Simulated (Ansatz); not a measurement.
Take TiC in the rock salt structure (space group Fm-3m, No. 225; relaxed with 0.1 eV smearing) as the base.

```
TiC
1.0
    0.00000     2.16392     2.16392
    2.16392     0.00000     2.16392
    2.16392     2.16392     0.00000
Ti C
1 1
Direct
  0.00000   0.00000   0.00000
  0.50000   0.50000   0.50000
```

Cartesian axes are those of the cell as printed.

All numbers come from DFT with r2SCAN, PAW potentials and a 500 eV plane-wave cutoff in Ansatz (a program for electronic structure), spin-orbit coupling left out.

Strains are applied to the cell and any free atomic positions relax; under biaxial strain the out-of-plane vector relaxes too.

One change was made to it. Results:

```json
[
 {"quantity": "energy relative to the base (free energy F)", "base": "0 meV/atom", "after": "+15 meV/atom"},
 {"quantity": "pressure (mean of the normal stresses, compression positive)", "base": "0.0 GPa", "after": "-7.4 GPa"}
]
```

Q: Which of these changes matches the shifts?
A. biaxial strain +2.08 %, plane normal [111], relaxed out of plane
B. biaxial strain +1.25 %, plane normal [111], relaxed out of plane
C. biaxial strain +2.50 %, plane normal [111], relaxed out of plane
D. biaxial strain +0.83 %, plane normal [111], relaxed out of plane
E. biaxial strain +0.42 %, plane normal [111], relaxed out of plane

A: A, biaxial strain +2.08 %, plane normal [111], relaxed out of plane. For comparison, the energy relative to the base in the other runs: biaxial strain +2.50 %, plane normal [111], relaxed out of plane gives +22 meV/atom; biaxial strain +0.83 %, plane normal [111], relaxed out of plane gives +2.5 meV/atom; biaxial strain +1.25 %, plane normal [111], relaxed out of plane gives +5.6 meV/atom; biaxial strain +0.42 %, plane normal [111], relaxed out of plane gives +0.6 meV/atom.

Stability against distortions was not tested. The final runs are not spin-polarised.
